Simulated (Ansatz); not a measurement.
The reference is CaF$_{2}$ in the fluorite structure (space group Fm-3m, No. 225; a = 5.4205 Å).

The values are results of PBEsol (Ansatz, a quantum-chemistry and plane-wave program; PAW; 420 eV plane waves; no SOC), not measurements.

One change was made to it. Results:

```csv
quantity,base,after
density,3.26 g/cm³,3.49 g/cm³
shortest interatomic distance,2.347 Å,2.294 Å
```

### Question
Which of these changes matches the shifts?
A) pressure 3 GPa
B) pressure 7 GPa
C) pressure −1 GPa
D) pressure 75 GPa
E) pressure 50 GPa

### Answer
B, pressure 7 GPa. For comparison, the density in the other runs: pressure 75 GPa gives 4.73 g/cm³; pressure 3 GPa gives 3.36 g/cm³; pressure −1 GPa gives 3.22 g/cm³; pressure 50 GPa gives 4.38 g/cm³.

Load acts through the strain it causes; cell and atoms are relaxed under it. No phonon test of stability was made. Competing high-pressure phases were not computed.
